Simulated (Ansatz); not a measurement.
**Response to strain in CdSe**

Consider CdSe in the zinc blende structure (space group F-43m, No. 216; a = 6.133 Å).

Strains are applied to the cell and any free atomic positions relax.

All numbers come from r2SCAN (Ansatz, a first-principles code; PAW; 500 eV plane waves; spin-orbit coupling left out), earlier PAW set.

```json
[
 {"isotropic strain (%)": "-3.15", "band gap (eV)": "1.24"},
 {"isotropic strain (%)": "-1.38", "band gap (eV)": "?"},
 {"isotropic strain (%)": "-0.61", "band gap (eV)": "1.07"},
 {"isotropic strain (%)": "0", "band gap (eV)": "1.03"}
]
```

Fit E_g = E₀ + Dε (ε in %) to the rows shown and predict the withheld row.

Least squares on the printed values gives E₀ = 1.03 eV, D = -66.7 meV per % of strain (largest residual 0.00 eV); this predicts 1.12 eV, and the run gives 1.13 eV, in agreement.

Semilocal Kohn–Sham gaps tend to fall short of experiment. Stability against distortions was not tested.
